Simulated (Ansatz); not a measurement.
The parent structure is BaTiO$_{3}$ (space group R3m, No. 160; a = 5.635 Å, c = 6.926 Å (hexagonal axes)).

Perturbation: hydrostatic tension (pressure −2 GPa).

Levels (all Ansatz, an electronic-structure program, PAW, earlier PAW set): PBEsol (420 eV, no SOC); HSE06 (420 eV, no spin-orbit coupling); PBEsol+SOC (420 eV, with spin-orbit coupling).

One geometry, relaxed with PBEsol, under each level:

| level | band gap | lowest conduction level above the VBM at special points | electron mass | pressure |
|---|---|---|---|---|
| PBEsol | 2.44 eV | Γ 2.44 eV; L 2.59 eV; S₀ 3.91 eV | – | -20.0 kbar |
| HSE06 | 3.93 eV | Γ 3.93 eV; L 4.10 eV; S₀ 5.54 eV | – | – |
| PBEsol+SOC | 2.43 eV | Γ 2.43 eV; L 2.59 eV; S₀ 3.90 eV; S₂ 3.90 eV | 0.91 mₑ along c, 1.5 mₑ across (at Γ) | -20.0 kbar |

Single points use the geometry relaxed with PBEsol. HSE06 was sampled on its mesh, a few special points and the semilocal edge points, so its gap is an upper bound. The spin-orbit shifts are approximate. Load acts through the strain it causes; cell and atoms are relaxed under it. Masses are band curvatures over ±0.01 Å⁻¹ around the edge. Whether these cells are dynamically stable was not tested. The runs without spin-orbit coupling are not spin-polarised. This is not the structure that BaTiO3 has at room temperature and ambient pressure.
